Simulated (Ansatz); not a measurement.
SnS$_{2}$ (P-3m1), Ansatz (an electronic-structure program) with PBE+D3BJ, rigid bands. Condition of this run: functional PBE, cell relaxed with it. Band gap 1.22 eV, N_c = 4.36e19 cm⁻³ and N_v = 1.95e20 cm⁻³ at 300 K, conductivity masses along x (a = (3.67, 0.00, 0.00) Å; b = (-1.83, 3.18, 0.00) Å; c = (0.00, 0.00, 5.81) Å) of 0.373 mₑ (electrons) and 3.33 mₑ (holes). Take k_BT = 0.02585 eV.

What built-in voltage has an abrupt junction with N_A = 1e17 and N_D = 1e17 cm⁻³, all dopants ionised?

V_bi = E_g/e − (k_BT/e) ln(N_c N_v/(N_A N_D)) = 1.22 − 0.02585 × 13.65 = 0.87 V, for the computed gap.

Find the intrinsic carrier density and the intrinsic Fermi level.

n_i = √(N_c N_v) exp(−E_g/2k_BT) = 9.22e19 × exp(−23.60) = 5.2e9 cm⁻³. The level lies (k_BT/2) ln(N_v/N_c) = 19 meV from mid-gap (positive towards the conduction band). Each 0.1 eV added to the gap lowers n_i by a factor of 6.9.

What thermal injection velocity √(2k_BT/πm) limits a ballistic channel along the direction named?

8.81e6 cm/s for electrons and 2.95e6 cm/s for holes, a ratio of √(m_h/m_e) = 2.99, for dilute carriers.

Rigid bands with the computed gap; masses take one relaxation time for all states. Spin-orbit coupling is left out; where it splits the top of the valence band, N_v and the p-type Seebeck coefficient come out somewhat high without it. Geometry: cell and atoms relaxed with PBE+D3(BJ).
